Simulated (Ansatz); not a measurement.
Consider ZnSe in the zinc blende structure (space group F-43m, No. 216; a = 5.634 Å).

Modification: Cd replaces 33.3 % of the Zn, ordered in a cell of 6 atoms (starting symmetry Imm2) and fully relaxed.

The other end (x = 1) is CdSe in the zinc blende structure (space group F-43m, No. 216): 28.12 Å³/atom, gap 0.48 eV.

Levels (all Ansatz, a first-principles code, PAW): PBEsol (420 eV, no SOC); r2SCAN (500 eV, without spin-orbit coupling); HSE06 (420 eV, without spin-orbit coupling).

One geometry, relaxed with PBEsol, under each level:

```csv
level,band gap,pressure
PBEsol,0.87 eV,0.00 GPa
r2SCAN,[?],[?]
HSE06,2.05 eV,–
```

### Question
Give the withheld r2SCAN results.

### Answer

- r2SCAN, band gap: 1.53 eV
- r2SCAN, pressure: 1.26 GPa

Single points use the geometry relaxed with PBEsol. Their cutoffs differ, which shifts pressures a little. Each cell is one ordered arrangement of few atoms, which overstates ordering effects compared with a random alloy. Stability against distortions was not tested.
